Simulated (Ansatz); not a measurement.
Start from ZrO2 in the fluorite structure (space group Fm-3m, No. 225; a = 5.089 Å). Axes: x, y, z lie along the cube axes.

Structures relaxed with r2SCAN (Ansatz, a first-principles code), spin-orbit coupling left out.

Base:

Simulated powder pattern, Cu Kα1, λ = 1.54056 Å (kinematic, ideal powder, no thermal factors, no anomalous dispersion; the 8 strongest lines at most, above 2 %, up to 2θ = 90°):

```csv
2θ (°),I/Imax (%),hkl
30.40,100,(111)
35.24,21,(200)
50.69,61,(220)
60.26,42,(311)
63.24,6.2,(222)
74.52,8.8,(400)
82.56,17,(331)
85.20,9.2,(420)
```

Perturbation: biaxial strain +2.90 %, plane normal [110], relaxed out of plane (Cartesian); in-plane vectors clamped, the third vector and the atoms free.

After the change:

Simulated powder pattern, Cu Kα1, λ = 1.54056 Å (kinematic, ideal powder, no thermal factors, no anomalous dispersion; the 8 strongest lines at most, above 2 %, up to 2θ = 90°):

```
2θ (°)  d (Å)  I/Imax (%)    hkl
------  -----  ----------  -----
29.52   3.024         100  (011)
30.64   2.915          93  (101)
35.20   2.547          26  (110)
49.17   1.852          21  (020)
49.91   1.826          80  (112)
52.08   1.755          17  (200)
59.05   1.563          41  (121)
61.00   1.518          25  (211)
```

The indices refer to each structure's own conventional cell; one index is shown for lines that coincide. The space group is now Immm (No. 71).

A biaxial case was relaxed in a doubled cell and then solved in the primitive one. Whether these cells are dynamically stable was not tested. This is not the structure that ZrO2 has at room temperature and ambient pressure.
